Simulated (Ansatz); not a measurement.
The starting structures come from a database of crystals and need not be the phases stable at ambient conditions.

Inside the gap of an insulator the Bloch states are evanescent, with a wavenumber k + iκ along the transport direction.

Consider the following.

```
CELL_PARAMETERS angstrom
      6.34958     0.00000     0.00000
     -3.17479     6.31938     0.00000
      3.17039     0.00000     5.14342
ATOMIC_POSITIONS crystal
  Na 0.44465 0.25022 0.11200
  Na 0.55535 0.74978 0.88800
  Na 0.80557 0.25022 0.38800
  Na 0.19443 0.74978 0.61200
  Mo 0.12506 0.25012 0.75000
  Mo 0.87494 0.74988 0.25000
  O  0.21519 0.90514 0.04061
  O  0.78481 0.09486 0.95939
  O  0.68995 0.90514 0.45939
  O  0.31005 0.09486 0.54061
  O  0.85077 0.59502 0.45945
  O  0.14923 0.40498 0.54055
  O  0.74425 0.59502 0.04055
  O  0.25575 0.40498 0.95945
```

Space group of this cell: C2/c. The cell is taken as given.

Transport runs along the normal of the first two printed cell vectors.

No gap correction and no spin-orbit coupling; mid-gap values are interpolated between computed energies.

### Question
Compute, with r2SCAN (Ansatz, a first-principles code), the band gap and the smallest decay constant κ at mid-gap.

### Answer
Gap 4.56 eV on a 6×6×6 mesh; κ = 0.550 1/Å, at the zone centre.
